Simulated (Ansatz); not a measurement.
For BN (within 0.1 Å of R3m, No. 160, 2 atoms in the cell; start mp-714851; a measured phase of this formula has another space group), LDA (plane waves, PAW; Ansatz, an electronic-structure program) gives:

```
Quantity                Value
---------------  ------------
bulk modulus         28.1 GPa
cohesive energy  7.99 eV/atom
band gap              3.96 eV
```

What does r²SCAN in Ansatz (plane waves, PAW) give for the same quantities?


- bulk modulus: 20.8 GPa (decreases by 26 %)
- cohesive energy: 6.87 eV/atom (falls by 1.12 eV/atom)
- band gap: 4.79 eV (goes up by 0.83 eV)

Changes are worked out from the printed values.

Unless a cell is named, each level is at its own relaxed cell (LDA 8.65, r²SCAN 9.30 Å³/atom).

Density-functional gaps are differences of (generalised) Kohn–Sham levels.

Caveats: the bulk modulus is −V dP/dV from two relaxed cells at ±2 % in volume (LDA, r²SCAN); the relaxation could not lower the start's symmetry, so the cell can be a saddle point above a distorted one (LDA, r²SCAN). Ansatz's density-functional and Hartree–Fock values are scalar-relativistic unless marked +SOC, with PAW data made under PBE.

A start named mp-… is a Materials Project structure, which need not be a measured phase.
